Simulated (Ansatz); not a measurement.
# Short convergence ladders for HgTe (F-43m, 2 atoms in the cell)

```
HgTe
1.0
    0.00000     3.21385     3.21385
    3.21385     0.00000     3.21385
    3.21385     3.21385     0.00000
Hg Te
1 1
Cartesian
  0.00000   0.00000   0.00000
  1.60692   1.60692   1.60692
```

Base method: PBEsol, default PAW files made with PBE (plane waves; Ansatz, a program for electronic structure).

Base settings: basis.ecutwfc = 420 eV; kpoints.mp_grid.grid = 7 7 7; hamiltonian.xc = pbesol; hamiltonian.pseudopotentials = {kind: paw} (the program's default PAW files); scf.occupations.method = fermi_dirac; scf.occupations.width = 0.01 eV.

**Zone-centre phonons against the cutoff**

In this ladder: phonons.method = dfpt.

The mesh stays at the base's, so the ladder's end is converged at best in this setting alone.

Frequencies are those of the unrelaxed cell, without the LO-TO term of polar crystals.

Only quantities that move along the ladder and can be compared are tabulated.

```tsv
basis.ecutwfc	highest zone-centre frequency (cm⁻¹)
210 eV	122.8
250 eV	110.0
295 eV	119.1
355 eV	118.2
420 eV	118.1
505 eV	118.2
630 eV	118.2
```

Coarsest basis.ecutwfc that holds the highest zone-centre frequency within 2 cm⁻¹ of the last step, with all finer ones: 295 eV; the step before is off by 8.2 cm⁻¹.

**The q mesh of the phonons**

In this ladder: kpoints.mp_grid.grid = 12 12 12; phonons.method = dfpt.

Only quantities that move along the ladder and can be compared are tabulated.

Thermal sums run over frequencies interpolated from this q mesh.

| phonons.qmesh | zero-point energy (meV/atom) | vibrational free energy at 300 K (meV/atom) |
|---|---|---|
| 1 1 1 | 14.92 | -78.02 |
| 2 2 2 | 16.41 | -87.92 |
| 3 3 3 | 16.43 | -89.12 |

Coarsest phonons.qmesh that holds the zero-point energy within 0.2 meV/atom of the last step, with all finer ones: 2 2 2; the step before is off by 1.5 meV/atom.

Coarsest phonons.qmesh that holds the vibrational free energy at 300 K within 2 meV/atom: not settled: the last two steps still differ by 1.2 meV/atom, over half the tolerance, so the ladder does not show it.

On the base run: the starting cell has typed, rounded lattice constants, without a prior relaxation at this level. Its lattice was rescaled by up to half a per cent. The run gives no clean gap (levels at the Fermi energy touch, overlap or are partly filled at this smearing), which alone does not show that the compound is a metal.

Keys are those of Ansatz 0.2.
